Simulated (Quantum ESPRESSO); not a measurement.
**Effort and miss along a sweep of ecutwfc: AlN (P6_3mc, 8 atoms in the cell)**

Cell: a = 3.0998 Å, b = 3.0998 Å, c = 10.1479 Å, α = 90.00°, β = 90.00°, γ = 120.00°.

Method: PBE, PseudoDojo standard norm-conserving (PBE) pseudopotentials (plane waves; Quantum ESPRESSO).

Base settings: ecutwfc = 85 Ry; occupations = smearing; smearing = gaussian; degauss = 0.0036749 Ry; potentials = {Al: Al.upf, N: N.upf}; K_POINTS = automatic 6 6 2 0 0 0; conv_thr = 1e-09 Ry.

Misses are taken against the tightest run, 85 Ry, which need not be fully converged itself.

Core times come from one kind of shared machine and are given to one figure; runs under 30 s give none.

The starting cell was generated: these elements placed on a structure prototype, without a prior relaxation; it need not be a known phase or ordering of this composition. Its lattice was rescaled by a random factor within 2.5 % of one.

```tsv
ecutwfc	pressure less reference (GPa)	core time / reference (rough)
40 Ry (pseudopotentials: {Al: Al.upf, N: N.upf} → {Al: al_pbe_v1.uspp.F.UPF, N: n_pbe_v1.2.uspp.F.UPF}; ecutrho: default → 200 Ry)	0.81	–
45 Ry (pseudopotentials: {Al: Al.upf, N: N.upf} → {Al: Al.pbe-n-kjpaw_psl.1.0.0.UPF, N: N.pbe-n-radius_5.UPF}; ecutrho: default → 360 Ry)	0.60	0.9
75 Ry (pseudopotentials: {Al: Al.upf, N: N.upf} → {Al: Al.pbe-n-kjpaw_psl.1.0.0.UPF, N: N.oncvpsp.upf}; ecutrho: default → 600 Ry)	0.13	2
85 Ry	0.00	1
```

Coarsest setting among those run that, with all tighter ones, holds the pressure within 0.5 GPa of the reference: 75 Ry (pseudopotentials: {Al: Al.upf, N: N.upf} → {Al: Al.pbe-n-kjpaw_psl.1.0.0.UPF, N: N.oncvpsp.upf}; ecutrho: default → 600 Ry), off by 0.13 GPa; its saving against the reference is no more than about a factor of 2 in time.

The step from 45 Ry (pseudopotentials: {Al: Al.upf, N: N.upf} → {Al: Al.pbe-n-kjpaw_psl.1.0.0.UPF, N: N.pbe-n-radius_5.UPF}; ecutrho: default → 360 Ry) to 75 Ry (pseudopotentials: {Al: Al.upf, N: N.upf} → {Al: Al.pbe-n-kjpaw_psl.1.0.0.UPF, N: N.oncvpsp.upf}; ecutrho: default → 600 Ry): it takes the miss in the pressure from 0.60 to 0.13 GPa, for roughly 2 times the time.
